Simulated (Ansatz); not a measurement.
The starting structures come from a database of crystals and need not be the phases stable at ambient conditions.

 Where the default PAW files enter, the runs use the earlier of Ansatz's two default sets.

Consider the following.

```xyz
12
Lattice="5.2385 0.0000 0.0000 0.3908 5.5654 0.0000 -2.4239 2.7827 5.7744" Properties=species:S:1:pos:R:3 pbc="T T T"
La    -0.9188     5.5654     4.2796
La     4.1243     2.7827     1.4948
Nb     1.5050     2.7827     4.5672
Nb     1.7004     5.5654     1.2072
O      2.6401     4.1108     5.4015
O      0.5654     4.2373     0.3729
O      0.7608     7.0199     5.4015
O      2.4447     1.3281     0.3729
O      0.3060     3.6224     3.3975
O      2.8994     4.7257     2.3768
O      2.7040     1.9430     3.3975
O      0.5014     6.4051     2.3768
```

Space group of this cell: C2/c. The cell is taken as given; by PBEsol its mean pressure is -5.6 GPa.

Transport runs along the normal of the first two printed cell vectors.

The gap is the functional's own. No spin-orbit coupling. Mid-gap values are interpolated on the energy grid.

Predict the band gap and the smallest decay constant κ at mid-gap from PBEsol in Ansatz (a program for electronic structure).

Gap 3.63 eV on a 6×6×6 mesh; κ = 0.417 1/Å, at the zone centre.
